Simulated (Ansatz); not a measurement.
Na₃SCl (model structure, started from the Li3OCl type, Pm-3m, No. 221, 5 atoms in the cell) was calculated with G0W0@PBEsol+SOC (Ansatz, a quantum-chemistry and plane-wave program, hard PAW, contour deformation, complete-basis limit, spin–orbit shift from PBEsol).

Settings: largest k mesh 6×6×6 (not extrapolated in the mesh).

Cell (relaxed with PBEsol):

```cif
data_ClNa3S
_chemical_formula_sum 'Na3 Cl1 S1'
_space_group_name_H-M_alt 'Pm-3m'
_space_group_IT_number 221
_space_group_name_Hall '-P 4 2 3'
_cell_length_a 5.17022
_cell_length_b 5.17022
_cell_length_c 5.17022
_cell_angle_alpha 90.000
_cell_angle_beta 90.000
_cell_angle_gamma 90.000
loop_
_atom_site_label
_atom_site_type_symbol
_atom_site_symmetry_multiplicity
_atom_site_Wyckoff_symbol
_atom_site_fract_x
_atom_site_fract_y
_atom_site_fract_z
_atom_site_occupancy
Na1 Na 3 c 0.00000 0.50000 0.50000 1
Cl1 Cl 1 a 0.00000 0.00000 0.00000 1
S1 S 1 b 0.50000 0.50000 0.50000 1
```

Question: Give the computed band gap.

Answer: 
* **band gap**: 4.81 eV

Note: spin–orbit coupling enters as the shift of the gap found with a semilocal functional; the relaxation could raise the start's symmetry but not lower it, so the cell can be a saddle point.

The computed numbers hold no vibrational or temperature effects.

Cost on a shared machine: around 100 core-minutes (rough).

A model structure was made by putting elements into a prototype or built by hand; it is no filed structure, need not be a known phase, and can be a saddle point held by its symmetry.
